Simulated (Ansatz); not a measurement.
Base system: C in the diamond structure (space group Fd-3m, No. 227).

```xyz
2
Lattice="0.0000 1.7801 1.7801 1.7801 0.0000 1.7801 1.7801 1.7801 0.0000" Properties=species:S:1:pos:R:3 pbc="T T T"
C      1.7801     1.7801     1.7801
C      2.6702     2.6702     2.6702
```

The values are results of Ansatz (a program for electronic structure), r2SCAN, PAW, cutoff 500 eV, no SOC, earlier PAW set, not measurements.

Carriers are added at fixed cell with a uniform background; the Fermi–Dirac width is that of 300 K.

One change was made to it. Results:

```json
[
 {"quantity": "Fermi level relative to the doped band's edge (positive inside the band; to 0.05 eV)", "base": "–", "after": "+1.75 eV"},
 {"quantity": "gap between the host's bands", "base": "4.36 eV", "after": "4.54 eV"}
]
```

What was done to the base?
(A) electrons 2.0×10^22 cm⁻³
(B) holes 7.0×10^21 cm⁻³
(C) holes 2.0×10^22 cm⁻³
(D) electrons 1.5×10^21 cm⁻³

C, holes 2.0×10^22 cm⁻³. For comparison, the Fermi level from band edge in the other runs: electrons 1.5×10^21 cm⁻³ gives +0.30 eV; holes 7.0×10^21 cm⁻³ gives +0.95 eV; electrons 2.0×10^22 cm⁻³ gives +1.30 eV.

Charged cell with a jellium background: band edges are those of the host's band count, energies are not comparable with the neutral cell, and many-body gap narrowing is missing. No phonon test of stability was made.
